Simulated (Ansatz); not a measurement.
AlCl₃ (C2/m, No. 12) was calculated with PBEsol-D3(BJ) in Ansatz (PAW).

Settings: plane-wave cutoff 520 eV, 8×8×6 k mesh (along the axes of the cell as run), Fermi–Dirac smearing 0.01 eV, scalar-relativistic PAW data made under PBE.

Results at a series of volumes:

```tsv
V (Å³/atom)	E − E_lowest (meV/atom)
20.349	2.40
20.773	0.55
21.197	0.00
21.621	0.50
22.045	1.82
```

Task: Fit the third-order Birch–Murnaghan equation and give B0 and B′.

Result: V0 = 21.191 Å³/atom, B0 = 19.7 GPa, B′ = 10.4 (fit to the energies at full precision).

Shape and atoms are relaxed at each volume.

Note: the bulk modulus comes from volumes at which shape and atoms were relaxed.

Static lattice: no zero-point or thermal effects.

It cost around 19 core-minutes (rough) of CPU time.

Ansatz is a first-principles code.
